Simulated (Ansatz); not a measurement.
Consider Mg2Sn (space group Fm-3m, No. 225; a = 6.664 Å; relaxed with 0.1 eV smearing).

Level of theory: LDA (Ansatz, a first-principles code, PAW, without spin-orbit coupling).

Base values:

Pressure: 0.0 GPa

Now apply this change: the cell is scaled by 0.9900 in all directions; the atoms relax in the strained cell.

Q: How does this affect the pressure and energy relative to the base?

A: The pressure goes from zero to 1.5 GPa; the energy increases by 3.4 meV/atom.

No phonon test of stability was made.
